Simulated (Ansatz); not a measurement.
The parent structure is Os in the hcp (Mg type) structure (space group P6_3/mmc, No. 194; a = 2.754 Å, c = 4.347 Å; relaxed with 0.1 eV smearing). Axes: x lies along a and z along c of the hexagonal cell.

Computed with PBE in Ansatz (plane waves to 420 eV, PAW, without spin-orbit coupling).

It is then changed as follows: the cell is scaled by 1.0150 in all directions, atoms relaxed at fixed cell.

**Question.** Predict the stress tensor and what it implies for the stiffness.

**Answer.** Stress of the strained cell less that of the base (GPa, compression positive):
```
  -15.6     0.0     0.0
    0.0   -15.6     0.0
    0.0     0.0   -16.7
```

Then B = −ΔP/(ΔV/V₀) with ΔV/V₀ = 0.0457 gives secant stiffness values (nonlinear terms included at this strain): B (at held cell shape, above the free-shape value) ≈ 349 GPa.

As a check, the harmonic strain energy −½ V₀ Δσ:ε is 32 meV/atom; the computed energy rise is 34 meV/atom.

Whether these cells are dynamically stable was not tested. The final runs are not spin-polarised.

Ansatz is an electronic-structure program.
